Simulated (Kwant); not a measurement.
System: In0.53Ga0.47As/In0.52Al0.48As stack with 1 barrier. One parabolic valley. Leads of mass 0.041 mₑ with the band edge at 0; grid 0.1 nm; bias 0 V, dropping linearly over the stack.

```json
[
 {"layer": "1", "thickness (nm)": "1.5", "band offset (eV)": "0.52", "mass (mₑ)": "0.075"}
]
```

The device is made up for the run: typed textbook-type constants, with dimensions and the other settings drawn at random.

Model: one-band effective-mass tight-binding model in one dimension, coherent, no space charge (Kwant).

Sweep values stay those of the base run.

The thickness of the first barrier was swept, all else fixed.

```json
[
 {"thickness of the first barrier (nm)": "0.9", "mean transmission over the sweep": "0.57", "transmission at E = 0.2191 eV": "0.64", "transmission at E = 0.1109 eV": "0.52", "transmission at E = 0.4454 eV": "0.71"},
 {"thickness of the first barrier (nm)": "1.2", "mean transmission over the sweep": "0.42", "transmission at E = 0.2191 eV": "0.47", "transmission at E = 0.1109 eV": "0.35", "transmission at E = 0.4454 eV": "0.58"},
 {"thickness of the first barrier (nm)": "1.5", "mean transmission over the sweep": "0.30", "transmission at E = 0.2191 eV": "0.32", "transmission at E = 0.1109 eV": "0.22", "transmission at E = 0.4454 eV": "0.45"},
 {"thickness of the first barrier (nm)": "1.8", "mean transmission over the sweep": "0.21", "transmission at E = 0.2191 eV": "0.22", "transmission at E = 0.1109 eV": "0.13", "transmission at E = 0.4454 eV": "0.36"},
 {"thickness of the first barrier (nm)": "2.1", "mean transmission over the sweep": "0.14", "transmission at E = 0.2191 eV": "0.14", "transmission at E = 0.1109 eV": "0.079", "transmission at E = 0.4454 eV": "0.28"}
]
```

From the first row to the last the mean transmission over the sweep goes from 0.57 to 0.14. From the first row to the last the transmission at E = 0.2191 eV goes from 0.64 to 0.14.
